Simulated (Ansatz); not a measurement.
The starting structures come from a database of crystals and need not be the phases stable at ambient conditions.

Inside the gap of an insulator the Bloch states are evanescent, with a wavenumber k + iκ along the transport direction.

Input:

```yaml
crystal:
  lattice:
    - [9.15180, 0.00000, 0.00000]
    - [3.96486, 8.24836, 0.00000]
    - [4.57590, 2.87754, 1.89401]
  atoms:
    - { symbol: Y, position: [0.00000, 0.00000, 0.00000] }
    - { symbol: Y, position: [0.25000, 0.75000, 0.50000] }
    - { symbol: P, position: [0.75000, 0.25000, 0.50000] }
    - { symbol: P, position: [0.50000, 0.50000, 0.00000] }
    - { symbol: O, position: [0.83360, 0.65895, 0.33280] }
    - { symbol: O, position: [0.90895, 0.23430, 0.53140] }
    - { symbol: O, position: [0.48430, 0.65895, 0.03140] }
    - { symbol: O, position: [0.90895, 0.58360, 0.83280] }
    - { symbol: O, position: [0.41640, 0.09105, 0.16720] }
    - { symbol: O, position: [0.34105, 0.16640, 0.66720] }
    - { symbol: O, position: [0.76570, 0.09105, 0.46860] }
    - { symbol: O, position: [0.34105, 0.51570, 0.96860] }
```

Space group of this cell: I4_1/amd. The cell is taken as given; by r2SCAN its mean pressure is 1.0 GPa.

Transport runs along the normal of the first two printed cell vectors, the (111) plane of the conventional cell.

The gap is the functional's own, uncorrected, and κ follows it; spin-orbit coupling is left out. Mid-gap values are interpolated between the computed energies.

State the band gap and the smallest decay constant κ at mid-gap according to r2SCAN in Ansatz (a quantum-chemistry and plane-wave program).

Gap 6.60 eV on a 16×16×16 mesh; κ = 0.498 1/Å, at the zone centre.
